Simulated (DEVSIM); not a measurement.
System: abrupt Ge p-n junction, at 350 K.

Layer 1 from the left is Ge, thickness (μm) 3.10, Na (cm⁻³) 1.5e18, τn (s) 0.00018, τp (s) 0.00018. Layer 2 from the left is Ge, thickness (μm) 76.0, Nd (cm⁻³) 1.3e17, τn (s) 0.00018, τp (s) 0.00018.

Left contact: ohmic. Right contact: ohmic. Voltage is applied to the left contact. Recombination: SRH at mid-gap, radiative, Auger. Mobility is μmin + (μ − μmin)/(1 + (N/Nref)^α).

This is a model device: material constants are rounded textbook-type values typed into the input, and sizes, dopings and lifetimes were drawn at random. Values at 300 K; Nc and Nv go as T^1.5, mobilities as T to minus their exponent, the gap by Varshni's rule with the affinity fixed.

Ge: gap (eV) 0.664, affinity (eV) 4, permittivity 16, Nc (cm⁻³) 1.04e19, Nv (cm⁻³) 6e18, μn (cm²/Vs) 3900, μp (cm²/Vs) 1900, μn,min 150, μp,min 100, Nref,n 2.6e17, Nref,p 4e17, αn 0.56, αp 0.6, T exponent of μn 1.66, T exponent of μp 2.33, B (cm³/s) 6.4e-14, Cn (cm⁶/s) 1e-31, Cp (cm⁶/s) 1e-31, Varshni α (eV/K) 0.000477, Varshni β (K) 235.

DEVSIM, 1D drift-diffusion, Boltzmann statistics, complete ionisation; no tunnelling, impact ionisation, image-force lowering or self-heating.

**Question.** What does the simulation give for the potential step across the device at zero bias, the largest field in the device at zero bias?

**Answer.** potential step across the device at zero bias 0.456 V; largest field in the device at zero bias 110000 V/cm.
